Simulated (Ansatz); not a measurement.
Pt: isotropic strain −5.98 %

Take Pt in the fcc (Cu type) structure (space group Fm-3m, No. 225; a = 3.9415 Å; relaxed with 0.1 eV smearing) as the base.

It is then changed as follows: an isotropic linear strain of −5.98 %, atoms relaxed at fixed cell.

Computed with r2SCAN (Ansatz, a first-principles code, PAW, scalar-relativistic without spin-orbit coupling), earlier PAW set. Γ-centred 29×29×29 mesh, Fermi–Dirac width 0.1 eV.

The volume per atom decreases by 2.59 Å³ to 12.72 Å³ and the space group is still Fm-3m (No. 225). The shortest interatomic distance shrinks by 0.167 Å to 2.620 Å and the energy increases by 0.545 eV/atom. The pressure goes from zero to 81.9 GPa and the band gap remains zero.

Whether these cells are dynamically stable was not tested. All final runs are without spin polarisation.
